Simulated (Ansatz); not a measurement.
The reference is Sb (space group R-3m, No. 166; a = 4.326 Å, c = 11.339 Å (hexagonal axes); layered; relaxed with 0.1 eV smearing). Axes: x lies along a and z along c of the hexagonal cell.

All numbers come from Ansatz (a program for electronic structure), r2SCAN+rVV10, PAW, cutoff 500 eV, no spin-orbit coupling.

Perturbation: biaxial strain +4.68 %, plane normal [001], relaxed out of plane (Cartesian); in-plane vectors clamped, the third vector and the atoms free.

Q: What happens to the energy relative to the base and ratio −ε⊥/ε∥?

A: The energy increases by 39 meV/atom; the ratio −ε⊥/ε∥ is 1.05.

No phonon test of stability was made.
